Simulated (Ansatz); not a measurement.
Start from TiAl (space group P4/mmm, No. 123; a = 2.8129 Å, c = 4.0584 Å).

Computed with r2SCAN (Ansatz, a first-principles code; PAW; 500 eV plane waves; no SOC).

```tsv
level	lattice parameter a
r2SCAN	2.813 Å
```

Measured: lattice parameter a 2.8263 Å (temperature not stated; as listed in Rajendra R. Zope, Y. Mishin, Phys. Rev. B (2003)).

Computed minus measured — lattice parameter a: r2SCAN -0.5 %. Measured values not marked as corrected hold thermal and zero-point effects that the static-lattice runs lack.

No phonon test of stability was made. The final runs are not spin-polarised.
